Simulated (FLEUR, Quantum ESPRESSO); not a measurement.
A Quantum ESPRESSO input for a self-consistent single point of CsYbF3 (Pm-3m, 5 atoms in the cell) (DFT, PBEsol, plane waves, SSSP 1.1.2 efficiency (PBE) pseudopotentials):

```fortran
&CONTROL
    calculation = 'scf'
    outdir = './tmp/'
    pseudo_dir = './'
    verbosity = 'high'
    tprnfor = .true.
    tstress = .true.
/
&SYSTEM
    ibrav = 0
    nat = 5
    ntyp = 3
    ecutwfc = 50
    ecutrho = 400
    occupations = 'smearing'
    smearing = 'fd'
    degauss = 0.0036749
    input_dft = 'pbesol'
/
&ELECTRONS
    conv_thr = 1.0d-9
/
ATOMIC_SPECIES
Cs   132.9055  Cs_pbe_v1.uspp.F.UPF
Yb   173.0540  Yb.GGA-PBE-paw-v1.0.UPF
F     18.9984  f_pbe_v1.4.uspp.F.UPF
CELL_PARAMETERS {angstrom}
   4.508790000     0.000000000     0.000000000
   0.000000000     4.508790000     0.000000000
   0.000000000     0.000000000     4.508790000
ATOMIC_POSITIONS {crystal}
Cs    0.000000000    0.000000000    0.000000000
Yb    0.500000000    0.500000000    0.500000000
F     0.000000000    0.500000000    0.500000000
F     0.500000000    0.000000000    0.500000000
F     0.500000000    0.500000000    0.000000000
K_POINTS {automatic}
6 6 6  0 0 0
```

Task: Write the same calculation as an input for FLEUR.

Result: This is the input that was run; spellings and numerical settings could be chosen otherwise.

Input of the input generator:

```
CsYbF3 crystal
&input film=f /
4.5087900000 0.0000000000 0.0000000000
0.0000000000 4.5087900000 0.0000000000
0.0000000000 0.0000000000 4.5087900000
1.8897261246
1.0 1.0 1.0

5
55 0.0000000000 0.0000000000 0.0000000000
70 0.5000000000 0.5000000000 0.5000000000
9 0.0000000000 0.5000000000 0.5000000000
9 0.5000000000 0.0000000000 0.5000000000
9 0.5000000000 0.5000000000 0.0000000000

&comp jspins=1 /
&exco xctyp='PBEs' /
&kpt div1=6 div2=6 div3=6 gamma=t /
&end /
```

```xml
<?xml version="1.0" encoding="UTF-8" standalone="no"?>
<fleurInput fleurInputVersion="0.39">
   <comment>
      CsYbF3 crystal                                                                                      
   </comment>
   <calculationSetup>
      <cutoffs Kmax="4.2" Gmax="12.6" GmaxXC="12.6" numbands="0"/>
      <scfLoop itmax="100" minDistance="0.00001" maxIterBroyd="40" imix="Anderson" alpha="0.05" precondParam="0.0" spinf="2.0"/>
      <coreElectrons ctail="T" frcor="F" kcrel="0" coretail_lmax="0"/>
      <xcFunctional name="PBEs" relativisticCorrections="F"/>
      <magnetism jspins="1"/>
      <soc l_soc="F" theta="0.0" phi="0.0" spav="F"/>
      <expertModes spex="0" secvar="F"/>
      <geometryOptimization l_f="T" forcealpha="1.0" forcemix="BFGS" epsdisp="0.00001" epsforce="0.00001"/>
      <ldaU l_linMix="F" mixParam="0.05" spinf="1.0"/>
   </calculationSetup>
   <cell>
      <bzIntegration valenceElectrons="54.0" mode="hist" fermiSmearingEnergy="0.00183747">
         <kPointListSelection listName="default-1"/>
         <!-- k-points included here -->
         <xi:include xmlns:xi="http://www.w3.org/2001/XInclude" href="kpts.xml"> </xi:include>
      </bzIntegration>
      <!-- symmetry operations included here -->
      <xi:include xmlns:xi="http://www.w3.org/2001/XInclude" href="sym.xml"> </xi:include>
      <bulkLattice scale="1.0">
         <bravaisMatrix>
            <row-1>    8.5203782533352346     0.0000000000000000     0.0000000000000000</row-1>
            <row-2>    0.0000000000000000     8.5203782533352346     0.0000000000000000</row-2>
            <row-3>    0.0000000000000000     0.0000000000000000     8.5203782533352346</row-3>
         </bravaisMatrix>
      </bulkLattice>
   </cell>
   <atomSpecies>
      <species name="Cesium (Cs)" element="Cs" atomicNumber="55">
         <mtSphere radius="2.68" gridPoints="925" logIncrement="0.014"/>
         <atomicCutoffs lmax="10" lnonsphr="8"/>
         <electronConfig flipSpins="F">
            <coreConfig>(1s1/2) (2s1/2) (2p1/2) (2p3/2) (3s1/2) (3p1/2) (3p3/2) (4s1/2) (3d3/2) (3d5/2) (4p1/2) (4p3/2) (4d3/2) (4d5/2)</coreConfig>
            <valenceConfig>(5s1/2) (5p1/2) (5p3/2) (6s1/2)</valenceConfig>
            <stateOccupation state="(6s1/2)" spinUp="0.5" spinDown="0.5"/>
         </electronConfig>
         <energyParameters s="6" p="6" d="5" f="4"/>
         <lo type="SCLO" l="0" n="5" eDeriv="0"/>
         <lo type="SCLO" l="1" n="5" eDeriv="0"/>
      </species>
      <species name="Ytterbium (Yb)" element="Yb" atomicNumber="70">
         <mtSphere radius="2.54" gridPoints="877" logIncrement="0.015"/>
         <atomicCutoffs lmax="10" lnonsphr="8"/>
         <electronConfig flipSpins="F">
            <coreConfig>(1s1/2) (2s1/2) (2p1/2) (2p3/2) (3s1/2) (3p1/2) (3p3/2) (4s1/2) (3d3/2) (3d5/2) (4p1/2) (4p3/2) (4d3/2) (4d5/2)</coreConfig>
            <valenceConfig>(5s1/2) (5p1/2) (5p3/2) (6s1/2) (4f5/2) (4f7/2)</valenceConfig>
         </electronConfig>
         <energyParameters s="6" p="6" d="5" f="4"/>
         <lo type="SCLO" l="0" n="5" eDeriv="0"/>
         <lo type="SCLO" l="1" n="5" eDeriv="0"/>
      </species>
      <species name="Fluorine (F)" element="F" atomicNumber="9">
         <mtSphere radius="1.44" gridPoints="497" logIncrement="0.022"/>
         <atomicCutoffs lmax="6" lnonsphr="4"/>
         <electronConfig flipSpins="F">
            <coreConfig>(1s1/2)</coreConfig>
            <valenceConfig>(2s1/2) (2p1/2) (2p3/2)</valenceConfig>
            <stateOccupation state="(2p1/2)" spinUp="0.8333333333333" spinDown="0.8333333333333"/>
            <stateOccupation state="(2p3/2)" spinUp="1.6666666666667" spinDown="1.6666666666667"/>
         </electronConfig>
         <energyParameters s="2" p="2" d="3" f="4"/>
      </species>
   </atomSpecies>
   <atomGroups>
      <atomGroup species="Cesium (Cs)">
         <relPos label="                   1">.0000000000 .0000000000 .0000000000</relPos>
         <force calculate="T" relaxXYZ="TTT"/>
      </atomGroup>
      <atomGroup species="Ytterbium (Yb)">
         <relPos label="                   2">1.000/2.000 1.000/2.000 1.000/2.000</relPos>
         <force calculate="T" relaxXYZ="TTT"/>
      </atomGroup>
      <atomGroup species="Fluorine (F)">
         <relPos label="                   3">.0000000000 1.000/2.000 1.000/2.000</relPos>
         <relPos label="                   4">1.000/2.000 .0000000000 1.000/2.000</relPos>
         <relPos label="                   5">1.000/2.000 1.000/2.000 .0000000000</relPos>
         <force calculate="T" relaxXYZ="TTT"/>
      </atomGroup>
   </atomGroups>
   <output dos="F" band="F" slice="F">
      <checks vchk="F" cdinf="F"/>
      <bandDOS minEnergy="-.5*Htr" maxEnergy="0.5*Htr" sigma="0.015" storeEVData="T"/>
      <vacuumDOS vacdos="F" integ="F" star="F" nstars="0" locx1="0.0" locy1="0.0" locx2="0.0" locy2="0.0" nstm="0" tworkf="0.0"/>
      <unfoldingBand unfoldBand="F" supercellX="1" supercellY="1" supercellZ="1"/>
      <plotting iplot="0" polar="F">
         <plot TwoD="T" vec1="  1.0  0.0  0.0" vec2="  0.0  1.0  0.0" vec3="  0.0  0.0  1.0" zero="  0.0  0.0  0.0" file="plot"/>
      </plotting>
      <chargeDensitySlicing numkpt="0" minEigenval="0.0" maxEigenval="0.0" nnne="0" pallst="F"/>
      <specialOutput eonly="F"/>
      <magneticCircularDichroism mcd="F" energyLo="-10.0" energyUp="0.0"/>
   </output>
  <!-- We include the file relax.xml here to enable relaxations (see documentation) -->
  <xi:include xmlns:xi="http://www.w3.org/2001/XInclude" href="relax.xml"> <xi:fallback/> </xi:include>
</fleurInput>
```

Basis, cutoffs, solver keys and any potentials are the target program's own. This input uses DFT, PBEsol, all-electron FLAPW (FLEUR), scalar-relativistic valence.

The starting cell comes from a database of computed structures (which also holds hypothetical and non-ambient phases and stackings), without a prior relaxation at this level.
